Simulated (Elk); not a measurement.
**Input and output of a self-consistent single point for a sheet of HfS₂ (3 atoms in the cell) (Elk)**

Computed with PBE, all-electron FP-LAPW, Elk's shipped species files, default APW+lo basis (Elk).

Input as run:

```
tasks
  0

xctype
  20

rmtscf
  0.9

swidth
  0.00367493

maxscl
  100

avec
    6.8126859161    0.0000008870    0.0000000000
   -3.4063437263    5.8999586278    0.0000000000
    0.0000000000    0.0000000000   32.0080223619

atoms
  2
  'Hf.in'
  1
  0.0000000000  0.0000000000  0.5000000000    0.0 0.0 0.0
  'S.in'
  2
  0.3333333333  0.6666666667  0.5867260000    0.0 0.0 0.0
  0.6666666667  0.3333333333  0.4132740000    0.0 0.0 0.0

ngridk
  11 11 1
```

Log, with long lists cut:

```
│ Elk code version 10.2.4 │

All units are atomic (Hartree, Bohr, etc.)

│ Ground-state run starting from atomic densities │

Lattice vectors :
   6.812685916      0.8870000000E-06   0.000000000
  -3.406343726       5.899958628       0.000000000
   0.000000000       0.000000000       32.00802236

Unit cell volume      :    1286.548634
Brillouin zone volume :   0.1928028268

Muffin-tin inner radius fraction :   0.1000000000E-01

Nuclei treated as point charges

Species :    1 (Hf)
 parameters loaded from : Hf.in
 name : hafnium
 nuclear charge    :   -72.00000000
 electronic charge :    72.00000000
 atomic mass :    325367.3656
 muffin-tin radius :    2.520000000
 number of radial points in muffin-tin :    697
 atomic positions (lattice), magnetic fields (Cartesian) :
   1 :   0.00000000  0.00000000  0.00000000    0.00000000  0.00000000  0.00000000

Species :    2 (S)
 parameters loaded from : S.in
 name : sulphur
 nuclear charge    :   -16.00000000
 electronic charge :    16.00000000
 atomic mass :    58450.91926
 muffin-tin radius :    1.980000000
 number of radial points in muffin-tin :    397
 atomic positions (lattice), magnetic fields (Cartesian) :
   1 :   0.33333333 -0.33333333  0.08672600    0.00000000  0.00000000  0.00000000
   2 :  -0.33333333  0.33333333 -0.08672600    0.00000000  0.00000000  0.00000000

Total number of atoms per unit cell :    3

Spin treatment :
 spin-unpolarised

Number of Bravais lattice symmetries :   24
Number of crystal symmetries         :   12
Crystal has inversion symmetry
Real symmetric eigensolver will be used

k-point grid :     11    11     1
k-point offset :    0.000000000       0.000000000       0.000000000
k-point set is reduced with full crystal symmetry group
Total number of k-points :       16

Muffin-tin radius times maximum |G+k| :    7.000000000
 using average radius
Maximum |G+k| for APW functions       :    3.240740741
Maximum (1/2)|G+k|²                   :    5.251200274
Maximum |G| for potential and density :    12.00000000
 potential will be trimmed for |G| > 2 gkmax
Constant for pseudocharge density :    8
Radial integration step length :    4

G-vector grid sizes :     27    27   125
Number of G-vectors :    37353

Maximum angular momentum used for
 APW functions                      :    8
 outer part of muffin-tin           :    6
 inner part of muffin-tin           :    1

Total nuclear charge    :   -104.0000000
Total core charge       :    66.00000000
Total valence charge    :    38.00000000
Total excess charge     :    0.000000000
Total electronic charge :    104.0000000

Effective Wigner radius, rₛ :    1.434723086

Number of empty states         :   12
Total number of valence states :   31
Total number of core states    :   66

Total number of local-orbitals :   37

Exchange-correlation functional :     20     0     0
 Perdew-Burke-Ernzerhof, Phys. Rev. Lett. 77, 3865 (1996)
 gradient requirement :    1
 generalised gradient approximation (GGA)

Smearing type :    3
 Fermi-Dirac
Smearing width :   0.3674930000E-02
Effective electronic temperature (K) :    1160.451112

Mixing type :    3
 Broyden mixing, J. Phys. A: Math. Gen. 17, L317 (1984)

Kohn-Sham potential initialised from atomic data
│ Self-consistent loop started │
│ Loop number : 1 │
 total energy                :     -15886.4408673
│ Loop number : 2 │
 total energy                :     -15886.9771171
RMS change in Kohn-Sham potential (target) :   0.3747384756     (  0.1000000000E-05)
Absolute change in total energy (target)   :   0.5362497801     (  0.1000000000E-03)
│ Loop number : 3 │
 total energy                :     -15886.7063428
RMS change in Kohn-Sham potential (target) :   0.3645197760     (  0.1000000000E-05)
Absolute change in total energy (target)   :   0.1367118871     (  0.1000000000E-03)
│ Loop number : 4 │
 total energy                :     -15889.0100231
RMS change in Kohn-Sham potential (target) :   0.2973138151     (  0.1000000000E-05)
Absolute change in total energy (target)   :    2.269502316     (  0.1000000000E-03)
│ Loop number : 5 │
 total energy                :     -15892.1675687
RMS change in Kohn-Sham potential (target) :   0.1758372146     (  0.1000000000E-05)
Absolute change in total energy (target)   :    3.724921192     (  0.1000000000E-03)
   [... lines left out ...]
Absolute change in total energy (target)   :   0.1029363781E-02 (  0.1000000000E-03)
│ Loop number : 19 │
 total energy                :     -15896.5983953
RMS change in Kohn-Sham potential (target) :   0.2291376600E-05 (  0.1000000000E-05)
Absolute change in total energy (target)   :   0.4424414983E-03 (  0.1000000000E-03)
│ Loop number : 20 │
 total energy                :     -15896.5984805
RMS change in Kohn-Sham potential (target) :   0.9847140504E-06 (  0.1000000000E-05)
Absolute change in total energy (target)   :   0.1958508656E-03 (  0.1000000000E-03)
│ Loop number : 21 │
 total energy                :     -15896.5985541
RMS change in Kohn-Sham potential (target) :   0.5933202770E-06 (  0.1000000000E-05)
Absolute change in total energy (target)   :   0.1225738142E-03 (  0.1000000000E-03)
│ Loop number : 22 │
 total energy                :     -15896.5985056
RMS change in Kohn-Sham potential (target) :   0.7125766523E-07 (  0.1000000000E-05)
Absolute change in total energy (target)   :   0.1786591201E-04 (  0.1000000000E-03)
Convergence targets achieved

│ Loop number : 23 │

Energies :
 Fermi                       :    -0.688176562255E-01
 sum of eigenvalues          :     -9717.30151708
 electron kinetic            :      17690.4979713
 core electron kinetic       :      17124.6273969
 Coulomb                     :     -33225.6894444
 Coulomb potential           :     -26936.0401387
 nuclear-nuclear             :      1657.84871477
 electron-nuclear            :     -42831.0361798
 Hartree                     :      7947.49802056
 Madelung                    :     -19757.6693751
 xc potential                :     -471.759349776
 exchange                    :     -355.867014195
 correlation                 :     -5.54000718429
 electron entropic           :    -0.153762538979E-04
 total energy                :     -15896.5985099

Density of states at Fermi energy :   0.1557051136
 (states/Hartree/unit cell)

Estimated indirect band gap :   0.4129088318E-01
 from k-point      1 to k-point      6
Estimated direct band gap   :   0.7374063601E-01
 at k-point      1

Charges :
 core                        :    66.00000000
 valence                     :    38.00000000
 interstitial                :    6.597681012
 muffin-tins (core leakage)
  species :    1 (Hf)
   atom    1                 :    69.65886694     (  0.2843034473E-05)
  species :    2 (S)
   atom    1                 :    13.87172602     (  0.3008716534E-03)
   atom    2                 :    13.87172602     (  0.3008716534E-03)
 total in muffin-tins        :    97.40231899
 total calculated charge     :    103.9867816
 total charge                :    104.0000000
 error                       :   0.1321838900E-01

│ Self-consistent loop stopped │
```

The run converged in 23 iterations. The count includes the last loop, which Elk runs after its targets are met.

The starting cell was generated: these elements placed on a structure prototype, without a prior relaxation; it need not be a known phase or ordering of this composition. Its lattice was rescaled in the plane by a random factor within 2.5 % of one. Spin-orbit coupling is off. Values depend on the basis (sphere radii, cutoffs, local orbitals), which need not be converged.

Cost on one core of a shared machine: roughly 3 min.
